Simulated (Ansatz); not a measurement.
BN (F-43m), Ansatz (a program for electronic structure) with PBEsol, rigid bands: N_v = 8.77e19 cm⁻³ at 300 K and a hole conductivity mass of 0.692 mₑ.

Task: For 1e17 holes per cm³ at 300 K, place the Fermi level, estimate the Seebeck coefficient of a parabolic band with constant τ, and give mobility and conductivity for τ = 10 fs.

Result: The level lies k_BT ln(N_v/p) = 0.175 eV above the valence-band maximum. S ≈ +(k_B/e)[ln(N_v/p) + 5/2] = 799 μV/K, against 795 μV/K from the full bands (mean over directions). μ = eτ/m = 25.4 cm²/(V·s) and σ = peμ = 0.407 S/cm. τ is assumed, not computed.

Band transport and this doping are assumed; polarons and phonon drag are left out. Spin-orbit coupling is left out.
